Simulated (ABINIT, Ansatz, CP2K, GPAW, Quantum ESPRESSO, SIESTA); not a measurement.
# OsRu (P-6m2, 2 atoms in the cell) computed with different codes at matched settings

Self-consistent single point.

```
CELL_PARAMETERS angstrom
      2.69129     0.00000     0.00000
     -1.34564     2.33072     0.00000
      0.00000     0.00000     4.24399
ATOMIC_POSITIONS crystal
  Ru 0.33333 0.66667 0.00000
  Os 0.66667 0.33333 0.50000
```

All programs got the same cell, k-point mesh and kind of occupations (in Ansatz's words: kpoints.mp_grid.grid = 9 9 5; scf.occupations.method = fermi_dirac; scf.occupations.width = 0.0073 Ry); potentials, basis and cutoffs are each program's usual ones.

```tsv
code	model	pressure (GPa)	k-points	cutoff
GPAW	LDA (Perdew-Wang 92), GPAW PAW datasets LDA (gpaw-data 1.0.1)	-0.58	36	600 eV
Ansatz	LDA (PW92), PAW files made with PBE	2.39	36	default
CP2K	LDA (Pade form), GPW, DZVP-MOLOPT-SR-GTH basis, GTH-PADE potentials (GTH_POTENTIALS)	-10.07	203	grid 500 Ry
Quantum ESPRESSO	LDA (PZ), GBRV 1.5 ultrasoft (LDA) pseudopotentials	2.49	36	40 Ry
ABINIT	LDA (PW92), norm-conserving pseudopotentials (PseudoDojo nc-sr-04 LDA standard)	2.44	36	88 Ry
SIESTA	LDA PW92, numerical atomic orbitals DZP, PseudoDojo LDA standard norm-conserving potentials (rewritten from UPF to PSML)	2.13	203	grid 350 Ry
```

The spread over the programs that give each value: pressure within 12.56 GPa.

The starting cell comes from a database of computed structures (which also holds hypothetical and non-ambient phases and stackings), without a prior relaxation at this level. Its lattice was rescaled by a random factor within 2.5 % of one. On Ansatz's run: Spin-orbit coupling is off. Spin polarisation is off.

Task: Why do the programs differ, and what cannot be compared?

Result: Differences of this kind can come from the potentials, where these differ, and from what each basis and cutoff leave unconverged. The valence holds different numbers of electrons (GPAW 30, Ansatz (a quantum-chemistry and plane-wave program) 32, CP2K 32, Quantum ESPRESSO 32, ABINIT 32, SIESTA 32). The zero of total energies and Fermi levels follows the potentials and each program's conventions, so they are not compared here. CP2K and SIESTA use small atom-centred bases, whose incompleteness enters pressures, forces and empty levels differently from a plane-wave cutoff. Ansatz's pressure is given at a fixed set of plane waves, as the other plane-wave codes print theirs; with its correction for the finite basis it is 2.60 GPa (the shift of 0.21 GPa shows how far the cutoff is from converged). Ansatz's smearing width was typed in Ry to four decimals, so it matches the others to a few per cent. The same LDA comes in different parametrisations, which differ slightly. The programs reduce the same mesh by symmetry to different extents, which changes the work and not the result. In the pressure, GPAW (by 3.00) and CP2K (by 12.49) lie more than 1 GPa from the median of the plane-wave programs.

Left out of this page: Elk and FLEUR (not drawn, or without a comparable value).

Keys are those of Ansatz 0.2.
